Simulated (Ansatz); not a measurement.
Variants of one calculation on KScTe₂ (P1, 8 atoms in the cell)

```yaml
crystal:
  lattice:
    - [-3.46249, 3.46249, 6.82350]
    - [3.46249, -3.46249, 6.82350]
    - [3.46249, 3.46249, -6.82350]
  atoms:
    - { symbol: K, position: [0.74429, 0.23552, 0.48780] }
    - { symbol: K, position: [0.99238, 0.98470, 0.97732] }
    - { symbol: Sc, position: [0.26733, 0.76314, 0.53825] }
    - { symbol: Sc, position: [0.51414, 0.50479, 0.01322] }
    - { symbol: Te, position: [0.12458, 0.11674, 0.48922] }
    - { symbol: Te, position: [0.59824, 0.61785, 0.47863] }
    - { symbol: Te, position: [0.38790, 0.88856, 0.01561] }
    - { symbol: Te, position: [0.87112, 0.38870, 0.99996] }
```

Base run A: PBEsol, default PAW files made with PBE (Ansatz, a program for electronic structure), self-consistent single point.

Its settings: kpoints.mp_grid.grid = 3 3 4; hamiltonian.xc = pbesol; hamiltonian.pseudopotentials = {kind: paw} (the program's default PAW files); scf.occupations.method = methfessel_paxton; scf.occupations.width = 0.05 eV.

The starting cell was generated: these elements placed on a structure prototype, without a prior relaxation; it need not be a known phase or ordering of this composition. Its atoms were displaced at random from the sites of space group no. 122. Spin-orbit coupling is off. In the base run, forces exceed 1 eV/Å. Ansatz's pressure includes its estimate of the finite-basis (Pulay) stress.

ΔF is the free energy per atom less that of run A. A dash stands where there is no value to compare (another energy zero or no entropy term, no result, no spin, no clean gap, or a mesh too coarse for one). Total energies depend on the potentials, the functional and any Hubbard or dispersion term, so they are compared only between runs that share all of them.

Runs D sample the zone with one or two k-points, far too few for so small a cell.

```json
[
 {"run": "A", "change": "base", "ΔF (meV/atom)": "0.00", "pressure (GPa)": "0.25", "largest force (eV/Å)": "2.726", "gap on the mesh (eV)": "1.641", "k-points": "19"},
 {"run": "B", "change": "scf.occupations.width: 0.05 eV → 0.025 eV", "ΔF (meV/atom)": "0.00", "pressure (GPa)": "0.25", "largest force (eV/Å)": "2.726", "gap on the mesh (eV)": "1.641", "k-points": "19"},
 {"run": "C", "change": "hamiltonian.xc: pbesol → lda [LDA (PW92)]", "ΔF (meV/atom)": "–", "pressure (GPa)": "-0.88", "largest force (eV/Å)": "2.704", "gap on the mesh (eV)": "1.594", "k-points": "19"},
 {"run": "D", "change": "kpoints.mp_grid.grid: 3 3 4 → 1 1 1", "ΔF (meV/atom)": "80.6", "pressure (GPa)": "0.84", "largest force (eV/Å)": "2.839", "gap on the mesh (eV)": "1.611", "k-points": "1"},
 {"run": "E", "change": "kpoints.mp_grid.shift: default → 0.5 0.5 0.5", "ΔF (meV/atom)": "-0.01", "pressure (GPa)": "0.25", "largest force (eV/Å)": "2.726", "gap on the mesh (eV)": "1.673", "k-points": "18"},
 {"run": "F", "change": "scf.eigensolver.kind: default (the program chose band_cg) → davidson", "ΔF (meV/atom)": "0.00", "pressure (GPa)": "0.25", "largest force (eV/Å)": "2.726", "gap on the mesh (eV)": "1.641", "k-points": "19"},
 {"run": "G", "change": "scf.mixing.preconditioner: default (the program chose Resta) → kerker_dos", "ΔF (meV/atom)": "0.00", "pressure (GPa)": "0.25", "largest force (eV/Å)": "2.726", "gap on the mesh (eV)": "1.641", "k-points": "19"}
]
```

Run D against A: The free energy goes up by 80.6 meV/atom, the pressure goes from 0.25 to 0.84 GPa, the largest force goes from 2.726 to 2.839 eV/Å and the gap on the mesh goes from 1.641 to 1.611 eV.

Run C against A: The pressure goes from 0.25 to -0.88 GPa, the largest force goes from 2.726 to 2.704 eV/Å and the gap on the mesh goes from 1.641 to 1.594 eV.

Keys are those of Ansatz 0.2.
